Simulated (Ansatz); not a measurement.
## TePt (model structure, Pm-3m, No. 221, 2 atoms in the cell)

Calculation: r²SCAN+rVV10 (PAW; Ansatz, a first-principles code).

Settings: plane-wave cutoff 560 eV, 16×16×16 k mesh, Fermi–Dirac smearing 0.05 eV, scalar-relativistic PAW data made under PBE.

Cell (relaxed at this level):

Space group Pm-3m (No. 221); a = b = c = 3.412 Å, α = β = γ = 90.00°

```csv
atom,site,symmetry,x,y,z
Pt,1a,m-3m,0.0000,0.0000,0.0000
Te,1b,m-3m,0.5000,0.5000,0.5000
```

- band gap = none

Note: the relaxation could raise the start's symmetry but not lower it, so the cell can be a saddle point.

Spin–orbit coupling is not included; it can open a gap where bands touch, and shift volumes and moduli.

Static lattice: no zero-point or thermal effects.

Computing time: roughly 90 core-seconds.

A model structure was made by putting elements into a prototype or built by hand; it is no filed structure, need not be a known phase, and can be a saddle point held by its symmetry.
